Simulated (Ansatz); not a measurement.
Electronic density of states of amorphous silicon carbide (Si24C40), density 2.85 g/cm³, on a 2×2×2 Γ-centred mesh with a Gaussian width of 0.1 eV; energies count from the Fermi level, whose place inside the gap is arbitrary. Cell and mesh are small, so fine structure isn't converged. Computed with PBE, scalar-relativistic without spin-orbit coupling (plane waves to 420 eV, PAW; Ansatz, a program for electronic structure). Sampling: a 2×2×2 Γ-centred mesh; Fermi-Dirac width 0.05 eV; no spin polarisation. So small a spacing is near the smearing width and the bands' dispersion over the mesh, so it is a value of this cell and mesh.

The cell was made by melting and quenching with the CHGNet potential and then relaxed with DFT. The hot cell started wider than the set density and was brought back towards it in steps. It is the lowest in DFT energy of 2 quenches. It is a model cell: composition and starting density were chosen by hand, and all elements were melted together. No dispersion term was used. A short ab initio anneal came between quench and relaxation. Its density started from a set value of 3.04 and ended at 2.85 g/cm³. The quench (nominally 860 K/ps over its main leg) was far faster than any real one, so the model tends to hold more defects than a real film. Values belong to this one cell and scatter from quench to quench. Volume and shape were free in the relaxation. On a 2×2×2 Γ-centred mesh force components of up to 0.21 eV/Å stay, since the relaxation ran on one k-point at (1/4, 1/4, 1/4).

(E - EF (eV), states/(eV atom)): (-12.00, 0.19); (-11.90, 0.19); (-11.80, 0.17); (-11.70, 0.17); (-11.60, 0.14); (-11.50, 0.14); (-11.40, 0.18); (-11.30, 0.17); (-11.20, 0.18); (-11.10, 0.14); (-11.00, 0.07); (-10.90, 0.10); (-10.80, 0.16); (-10.70, 0.17); (-10.60, 0.15); (-10.50, 0.18); (-10.40, 0.18); (-10.30, 0.16); (-10.20, 0.14); (-10.10, 0.16); (-10.00, 0.16); (-9.90, 0.14); (-9.80, 0.14); (-9.70, 0.15); (-9.60, 0.17); (-9.50, 0.25); (-9.40, 0.29); (-9.30, 0.23); (-9.20, 0.22); (-9.10, 0.23); (-9.00, 0.20); (-8.90, 0.22); (-8.80, 0.27); (-8.70, 0.24); (-8.60, 0.26); (-8.50, 0.29); (-8.40, 0.25); (-8.30, 0.26); (-8.20, 0.24); (-8.10, 0.25); (-8.00, 0.23); (-7.90, 0.25); (-7.80, 0.29); (-7.70, 0.30); (-7.60, 0.28); (-7.50, 0.26); (-7.40, 0.29); (-7.30, 0.27); (-7.20, 0.28); (-7.10, 0.30); (-7.00, 0.25); (-6.90, 0.22); (-6.80, 0.25); (-6.70, 0.29); (-6.60, 0.33); (-6.50, 0.35); (-6.40, 0.37); (-6.30, 0.31); (-6.20, 0.27); (-6.10, 0.31); (-6.00, 0.34); (-5.90, 0.38); (-5.80, 0.41); (-5.70, 0.34); (-5.60, 0.31); (-5.50, 0.31); (-5.40, 0.31); (-5.30, 0.33); (-5.20, 0.35); (-5.10, 0.36); (-5.00, 0.40); (-4.90, 0.40); (-4.80, 0.37); (-4.70, 0.37); (-4.60, 0.37); (-4.50, 0.34); (-4.40, 0.35); (-4.30, 0.36); (-4.20, 0.37); (-4.10, 0.46); (-4.00, 0.44); (-3.90, 0.39); (-3.80, 0.36); (-3.70, 0.35); (-3.60, 0.38); (-3.50, 0.40); (-3.40, 0.43); (-3.30, 0.39); (-3.20, 0.37); (-3.10, 0.34); (-3.00, 0.30); (-2.90, 0.35); (-2.80, 0.41); (-2.70, 0.38); (-2.60, 0.36); (-2.50, 0.36); (-2.40, 0.37); (-2.30, 0.33); (-2.20, 0.29); (-2.10, 0.28); (-2.00, 0.31); (-1.90, 0.33); (-1.80, 0.33); (-1.70, 0.27); (-1.60, 0.22); (-1.50, 0.23); (-1.40, 0.24); (-1.30, 0.28); (-1.20, 0.27); (-1.10, 0.23); (-1.00, 0.22); (-0.90, 0.21); (-0.80, 0.21); (-0.70, 0.18); (-0.60, 0.18); (-0.50, 0.18); (-0.40, 0.14); (-0.30, 0.12); (-0.20, 0.10); (-0.10, 0.07); (0.00, 0.05); (0.10, 0.09); (0.20, 0.13); (0.30, 0.11); (0.40, 0.14); (0.50, 0.13); (0.60, 0.08); (0.70, 0.05); (0.80, 0.07); (0.90, 0.08); (1.00, 0.11); (1.10, 0.17); (1.20, 0.21); (1.30, 0.22); (1.40, 0.23); (1.50, 0.19); (1.60, 0.19); (1.70, 0.19); (1.80, 0.20); (1.90, 0.24); (2.00, 0.20); (2.10, 0.18); (2.20, 0.20); (2.30, 0.22); (2.40, 0.25); (2.50, 0.30); (2.60, 0.31); (2.70, 0.32); (2.80, 0.33); (2.90, 0.30); (3.00, 0.30); (3.10, 0.30); (3.20, 0.30); (3.30, 0.31)

The gap on this mesh is 0.16 eV; the broadening fills part of it in the curve.
